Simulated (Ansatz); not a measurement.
We consider white tin (β-Sn), described by PBE in Ansatz (plane waves, PAW).

Numerical settings: plane-wave cutoff 520 eV, 20×20×20 k mesh, Fermi–Dirac smearing 0.05 eV, scalar-relativistic PAW data made under PBE.

Computed at the level's own relaxed cell.

**Question.** What does this level give for the bulk modulus, c axis length and pressure derivative B′ of the bulk modulus?

**Answer.** 
- bulk modulus: 47.6 GPa
- c axis length: 3.214 Å
- pressure derivative B′ of the bulk modulus: 4.9

The run finds no gap.

Measured, for comparison: bulk modulus 57.0 GPa (temperature not stated, not corrected to a static lattice; as tabulated in Chen et al. (2023), arXiv:2209.05059); lattice parameter c 3.181 Å (293 K, not corrected to a static lattice; as tabulated in Wikipedia's data pages). Computed (rounded) less measured: bulk modulus -16 %, lattice parameter c +1.0 %.

Note: the bulk modulus comes from volumes at which shape and atoms were relaxed.

Spin–orbit coupling is not included.

Computed values are for the static lattice.

Ansatz is a quantum-chemistry and plane-wave program.
